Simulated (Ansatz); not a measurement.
Worked example: relaxation of the atoms of BaMg₂Sb₂ (P3m1, 5 atoms in the cell) in Ansatz (a program for electronic structure).

Computed with LDA (PW92), default PAW files made with PBE (plane waves; Ansatz).

The change in words: one atom moved by 0.15 angstrom; relax: default → atoms; relax.f_tol: default → 0.2 eV/Å. Reference geometry:
```
CELL_PARAMETERS angstrom
      4.78414     0.00000     0.00000
     -2.39207     4.14319     0.00000
      0.00000     0.00000     8.18128
ATOMIC_POSITIONS crystal
  Ba 0.00000 0.00000 0.00000
  Mg 0.66667 0.33333 0.37666
  Mg 0.33333 0.66667 0.62334
  Sb 0.66667 0.33333 0.73051
  Sb 0.33333 0.66667 0.26949
```

Reference input (self-consistent single point, DFT, LDA (PW92), plane waves, default PAW files made with PBE): basis.ecutwfc = 420 eV; kpoints.mp_grid.grid = 6 6 3; hamiltonian.xc = lda; hamiltonian.pseudopotentials = {kind: paw} (the program's default PAW files); scf.occupations.method = fixed. This run's input differs from it in these lines:

```diff
@@ -6,3 +6,3 @@
   atoms:
-    - { symbol: Ba, position: [0.000000, 0.000000, 0.000000] }
+    - { symbol: Ba, position: [0.000000, 0.000000, 0.018335] }
     - { symbol: Mg, position: [0.666667, 0.333333, 0.376660] }
@@ -20,2 +20,4 @@
   occupations: { method: fixed }
+relax:
+  f_tol: 0.2
 output:
```

Output (repeated stretches shortened):

```
   [... SCF lines of the steps left out ...]
relax step   1: F+E_penalty+E_count = -22258.40516276 eV  Δ(F+E_penalty+E_count) = +0.000e0 eV  max|allowed force component| = 5.677e-1 eV/Å  Δτ_max = 0.0000 Å  (6 SCF iters, dr2 threshold 1.00e-4 eV, accepted)
relax step   2: F+E_penalty+E_count = -22258.44361555 eV  Δ(F+E_penalty+E_count) = -3.845e-2 eV  max|allowed force component| = 1.574e-1 eV/Å  Δτ_max = 0.1299 Å  (7 SCF iters, accepted)
the relaxation is at rest under the 6 symmetry operations that the run kept from its start: a minimum is not shown …
Free energy (F): -22258.443616 eV
Internal energy: -22258.443616 eV  (E = F + TS)
E sigma→0 (E₀):  -22258.443616 eV
Fermi energy:    6.551398 eV
--- Forces (eV/Å), atoms counted from 1 ---
  atom   1  Ba     0.00000000     0.00000000     0.08114290
  atom   2  Mg     0.00000000     0.00000000    -0.13709387
  atom   3  Mg    -0.00000000    -0.00000000    -0.15739892
  atom   4  Sb     0.00000000     0.00000000     0.08096788
  atom   5  Sb    -0.00000000    -0.00000000     0.13243705
--- Stress (GPa, compression-positive) ---
       -2.076312       0.000000       0.000000
   [... lines left out ...]
    - { symbol: Mg, position: [0.6666666666666667, 0.33333333333333337, 0.3819234634507863] }
    - { symbol: Mg, position: [0.33333333333333337, 0.6666666666666667, 0.6307992091000489] }
    - { symbol: Sb, position: [0.6666666666666667, 0.33333333333333337, 0.7345308012760606] }
    - { symbol: Sb, position: [0.33333333333333337, 0.6666666666666667, 0.26862360293078] }
```

The run converged.  The full log also holds: “iter 5 did not close the SCF: its close was put off for the readings that it lacked (scf_convergence_deferred on its scf_iter line)”.

Summary of the result:
- Free energy E − TS (on the zero of these files): -22258.4436 eV
- Top of the valence band (on the code's own zero): 6.55 eV
- Gap on the k-point mesh: 0.83 eV
- Pressure: -2.23 GPa
- Largest force (vector length): 0.157 eV/Å
- Relaxation steps: 2

The starting cell comes from a database of computed structures (which also holds hypothetical and non-ambient phases and stackings), without a prior relaxation at this level. Its lattice was rescaled by up to half a per cent. For this run, on top of that: one atom moved by 0.15 angstrom. Spin-orbit coupling is off. The relaxation keeps the symmetry of its start, so its end need not be a minimum. Ansatz's pressure includes its estimate of the finite-basis (Pulay) stress.

Keys are those of Ansatz 0.2.
